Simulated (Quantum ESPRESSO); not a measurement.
Worked example: relaxation of the atoms of NiAl (P4mm, 2 atoms in the cell) in Quantum ESPRESSO.

Level of theory: LDA (PZ), GBRV 1.5 ultrasoft (LDA) pseudopotentials (plane waves; Quantum ESPRESSO 7.5).

Input as run:

```fortran
&control
  calculation = 'relax',
  prefix = 'run',
  outdir = './tmp/',
  pseudo_dir = './',
  verbosity = 'high',
  forc_conv_thr = 7.8e-04,
/
&system
  ibrav = 0,
  nat = 2,
  ntyp = 2,
  ecutwfc = 50,
  ecutrho = 400,
  occupations = 'smearing',
  smearing = 'fd',
  degauss = 0.0073499,
/
&electrons
  conv_thr = 1e-10,
/
&ions
/
ATOMIC_SPECIES
Al    26.9815  al_lda_v1.uspp.F.UPF
Ni    58.6934  ni_lda_v1.4.uspp.F.UPF
ATOMIC_POSITIONS crystal
Al    0.50000000    0.50000000    0.55205900
Ni    0.00000000    0.00000000    0.00000000
K_POINTS automatic
11 11 11  0 0 0
CELL_PARAMETERS angstrom
   2.88133000     0.00000000     0.00000000
   0.00000000     2.88133000     0.00000000
   0.00000000     0.00000000     2.88133000
```

Output, abridged:

```
     Self-consistent Calculation

     iteration #  1     ecut=    50.00 Ry     beta= 0.70

---- Real-time Memory Report at c_bands before calling an iterative solver
           113 MiB given to the printing process from OS
            49 MiB allocation reported by mallinfo(arena+hblkhd)
------------------

     total energy              =    -314.16814813 Ry
     estimated scf accuracy    <      54.19937283 Ry

     iteration #  2     ecut=    50.00 Ry     beta= 0.70

---- Real-time Memory Report at c_bands before calling an iterative solver
           162 MiB given to the printing process from OS
   [... lines left out ...]

---- Real-time Memory Report at c_bands before calling an iterative solver
           163 MiB given to the printing process from OS
            72 MiB allocation reported by mallinfo(arena+hblkhd)
------------------

     total energy              =    -349.93957034 Ry
     estimated scf accuracy    <          5.5E-10 Ry

     iteration # 22     ecut=    50.00 Ry     beta= 0.70

---- Real-time Memory Report at c_bands before calling an iterative solver
           163 MiB given to the printing process from OS
            72 MiB allocation reported by mallinfo(arena+hblkhd)
------------------
     End of self-consistent calculation

     the Fermi energy is    13.4722 ev

!    total energy              =    -349.93957034 Ry
     estimated scf accuracy    <          3.2E-12 Ry
     smearing contrib. (-TS)   =      -0.00220253 Ry
     internal energy E=F+TS    =    -349.93736781 Ry

     convergence has been achieved in  22 iterations

     Forces acting on atoms (cartesian axes, Ry/au):

     atom    1 type  1   force =     0.00000000    0.00000000   -0.03077655
     atom    2 type  2   force =     0.00000000    0.00000000    0.03077655

     Total force =     0.043525     Total SCF correction =     0.000001

     BFGS Geometry Optimization
     Energy error            =      1.9E-03 Ry
     Gradient error          =      3.1E-02 Ry/Bohr

     number of scf cycles    =   1
     number of bfgs steps    =   0

   [... lines left out ...]
     the Fermi energy is    13.4806 ev
!    total energy              =    -349.94392777 Ry
     Total force =     0.000013     Total SCF correction =     0.000001
     the Fermi energy is    13.4806 ev
!    total energy              =    -349.94392777 Ry
     Total force =     0.000009     Total SCF correction =     0.000000
     bfgs converged in   6 scf cycles and   5 bfgs steps
   [... lines left out ...]
     (criteria: energy <  1.0E-04 Ry, force <  7.8E-04 Ry/Bohr)

     End of BFGS Geometry Optimization

     Final energy             =    -349.9439277718 Ry

     File ./tmp/run.bfgs deleted, as requested
Begin final coordinates

ATOMIC_POSITIONS (crystal)
Al               0.5000000000        0.5000000000        0.5260359858
Ni               0.0000000000        0.0000000000        0.0260230142
End final coordinates

   JOB DONE.
```

The run converged. 

Summary of the result:
| Item | Value |
|---|---|
| Free energy E − TS | -4761.2297 eV |
| Fermi level (on the code's own zero) | 13.48 eV |
| Relaxation steps | 5 |

The starting cell has typed, rounded lattice constants, without a prior relaxation at this level. Its lattice was rescaled by up to half a per cent. For this run, on top of that: one atom moved by 0.15 angstrom. Spin polarisation is off. The relaxation keeps the symmetry of its start, so its end need not be a minimum.

Cost on one core of a shared machine: roughly 3 min.
